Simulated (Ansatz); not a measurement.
Take Se (space group P3_121, No. 152; a = 4.535 Å, c = 5.041 Å; made of chains) as the base. Axes: x lies along a and z along c of the hexagonal cell.

All numbers come from DFT with PBE, PAW potentials and a 420 eV plane-wave cutoff in Ansatz (a first-principles code), without spin-orbit coupling.

For the base:

The smallest direct gap comes out as 1.24 eV and the pressure is 0.0 kbar. The band gap comes out as 1.04 eV. The width of the top valence band is 1.27 eV.

It is then changed as follows: tensile biaxial strain of 0.95 % in the plane normal to [001], as in epitaxy on a mismatched substrate; the out-of-plane cell vector and the atoms relax.

Q: How does this affect the smallest direct gap, pressure, band gap and width of the top valence band?

A: The smallest direct gap grows by 0.057 eV (1.24 eV → 1.29 eV); the pressure (mean of the normal stresses, compression positive) hardly moves (0.0 kbar against -0.5 kbar); the band gap rises by 0.05 eV to 1.09 eV; the width of the top valence band falls by 0.07 eV (1.27 eV → 1.20 eV).

Stability against distortions was not tested. No dispersion term is included, though the crystal is made of layers, chains or molecules, so its spacings can come out too wide.
